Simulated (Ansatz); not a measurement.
```
CELL_PARAMETERS angstrom
      2.87611     0.00000     0.00000
      0.00000     4.97906     0.00000
      0.00000     0.00000    12.89596
ATOMIC_POSITIONS crystal
  V  0.00000 0.33374 0.08506
  Cr 0.50000 0.83341 0.08435
  Cr 0.50000 0.16659 0.91565
  V  0.00000 0.66626 0.91494
  V  0.50000 0.16626 0.58506
  Cr 0.00000 0.66659 0.58435
  Cr 0.00000 0.33341 0.41565
  V  0.50000 0.83374 0.41494
  Al 0.00000 0.33158 0.75204
  Al 0.50000 0.83158 0.74796
  Al 0.50000 0.16842 0.25204
  Al 0.00000 0.66842 0.24796
  C  0.00000 0.00000 0.00000
  C  0.50000 0.50000 0.00000
  C  0.00000 0.00000 0.50000
  C  0.50000 0.50000 0.50000
```

The mixing enthalpy is taken against the end members in the 211 MAX phase type (which need not be the stable form of AlV2C and AlCr2C), relaxed in the same cell and mesh.

These are PBE (plane waves to 420 eV, PAW; Ansatz, a quantum-chemistry and plane-wave program) values and carry that method's errors. Spin–orbit coupling is left out; the runs are not spin-polarised. Its k-point mesh 10×6×3, Fermi–Dirac width 0.05 eV.

### Question
Give the composition and order of this alloy cell, and its volume, bond lengths and mixing enthalpy.

### Answer
A 16-atom cell of (V,Cr)2AlC started in the 211 MAX phase structure, site fractions V 0.500, Cr 0.500, short-range order -0.33 in the first shell of the mixed sites (0 is random, a negative value favours unlike neighbours), space group Pnnm at the end, an ordered arrangement that its symmetry holds.
- volume per atom: 11.54 Å³
- C–V bonds: 1.990 Å on average, from 1.989 to 1.991 (12)
- Al–V bonds: 2.705 Å on average, from 2.681 to 2.717 (12)
- C–Cr bonds: 1.985 Å on average, from 1.985 to 1.985 (12)
- Al–Cr bonds: 2.699 Å on average, from 2.682 to 2.731 (12)
- mixing enthalpy per site of the mixed sublattice: 14 meV
- departure of the mean lattice parameter from Vegard's line: under 0.15 %, inside the noise of the relaxations
